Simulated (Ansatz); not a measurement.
The starting structures come from a database of crystals and need not be the phases stable at ambient conditions.

By PBEsol, the system below comes out a metal.

Input:

```
CELL_PARAMETERS angstrom
      4.98786     0.00000     0.00000
     -2.45716     4.34064     0.00000
      1.26535     2.17032     4.37960
ATOMIC_POSITIONS crystal
  Ti 0.25000 0.75000 0.50000
  Ti 0.50000 0.50000 0.00000
  Ge 0.91737 0.08263 0.50000
  Ge 0.58263 0.41737 0.50000
  Ge 0.83263 0.16737 0.00000
  Ge 0.16737 0.83263 0.00000
```

Space group of this cell: Fddd. The cell is taken as given; by PBEsol its mean pressure is -2.3 GPa.

The current flows along the normal of the first two printed cell vectors. No spin-orbit coupling; the value is a mean over 0.1 eV about the Fermi level.

Task: Predict the ballistic conductance per area from PBEsol (Ansatz, a first-principles code).

Result: 0.46 × 10¹⁵ S/m² for both spins.
